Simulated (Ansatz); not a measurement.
**AlRu in the CsCl type structure (space group Pm-3m, No. 221)**

Space group Pm-3m (No. 221); a = 2.9826 Å, b = 2.9826 Å, c = 2.9826 Å, α = 90.00°, β = 90.00°, γ = 90.00°

```csv
atom,site,symmetry,x,y,z
Al,1a,m-3m,0.0000,0.0000,0.0000
Ru,1b,m-3m,0.5000,0.5000,0.5000
```

The values are results of r2SCAN (Ansatz, an electronic-structure program), no spin-orbit coupling, earlier PAW set, not measurements. k-mesh 16×16×16 (Γ-centred); smearing 0.05 eV (Fermi–Dirac).

The volume per atom is 13.27 Å³, the density is 8.01 g/cm³ and the band gap is zero. The total energy comes out as -3216.294 eV/atom (σ→0; compares only within this code and set-up).

Stability against distortions was not tested. The final runs are not spin-polarised.
